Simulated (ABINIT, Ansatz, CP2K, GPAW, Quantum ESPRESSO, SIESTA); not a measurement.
## Si (Fd-3m, 2 atoms in the cell) computed with different codes at matched settings

Relaxation of cell and atoms.

```
CELL_PARAMETERS angstrom
      0.00000     2.71550     2.71550
      2.71550     0.00000     2.71550
      2.71550     2.71550     0.00000
ATOMIC_POSITIONS crystal
  Si 0.00000 0.00000 0.00000
  Si 0.25000 0.25000 0.25000
```

Shared settings, as Ansatz (a first-principles code) writes them: kpoints.mp_grid.grid = 7 7 7; scf.occupations.method = fermi_dirac; scf.occupations.width = 0.01 eV. Potentials and cutoffs stand in the table.

| code | model | final volume (Å³/atom) | gap on the mesh (eV) | cutoff |
|---|---|---|---|---|
| Quantum ESPRESSO | PBE, PseudoDojo standard norm-conserving (PBE) pseudopotentials | 20.45 | 0.608 | 40 Ry |
| GPAW | PBE, GPAW PAW datasets PBE (gpaw-data 1.0.1) | 20.51 | 0.613 | 600 eV |
| SIESTA | GGA PBE, numerical atomic orbitals TZP, PseudoDojo PBE standard norm-conserving potentials (rewritten from UPF to PSML) | 20.63 | 0.594 | grid 350 Ry |
| ABINIT | PBE, PAW (JTH v2.0 PBE PAW) | 20.44 | 0.621 | 20 Ha |
| Ansatz | PBE, default PAW files | 20.46 | 0.610 | default |
| CP2K | PBE, GPW, DZVP-MOLOPT-SR-GTH basis, GTH-PBE potentials (GTH_POTENTIALS) | 20.39 | 0.659 | grid 400 Ry |

Gaps are read on the mesh.

The spread over the programs that give each value: final volume within 0.24 Å³/atom; gap on the mesh within 0.065 eV.

SIESTA and CP2K use small atom-centred bases, whose incompleteness enters pressures, forces and empty levels differently from a plane-wave cutoff. The programs treat the finite-basis stress differently while the cell relaxes: Ansatz adds an estimate of it, ABINIT smooths its cutoff (ecutsm).

The starting cell has typed, rounded lattice constants, without a prior relaxation at this level.

Keys are those of Ansatz 0.2.
